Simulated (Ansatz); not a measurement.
Consider the following.

```
CELL_PARAMETERS angstrom
      0.00000     2.02376     2.02376
      2.02376     0.00000     2.02376
      2.02376     2.02376     0.00000
ATOMIC_POSITIONS crystal
  Au 0.00000 0.00000 0.00000
```

Computed with LDA, DFPT electron-phonon coupling, linearised Boltzmann equation (plane waves, PAW, scalar-relativistic; Ansatz, a first-principles code). Condition of this run: functional LDA. Geometry: relaxed with this functional, without spin-orbit coupling.

Task: What phonon-limited resistivity does this give at 300 K?

Result: 2.3 μΩ·cm.

Task: And the electrons' mean free path at that temperature?

Result: 37 nm, weighted by the current that each state carries. Wires not much wider than this gain resistivity from their walls.

A metal at this level (no band gap). Only scattering by harmonic phonons is included (no impurities, grain boundaries, electron-electron scattering or thermal expansion). Spin-orbit coupling is left out, which matters with elements this heavy. Halving the electron mesh (36x36x36) moves the resistivity by up to 1 % at 300 K, the mean free path by up to 1 %. Smearing 0.20 eV; phonons on a 6x6x6 q mesh, which this run doesn't test.
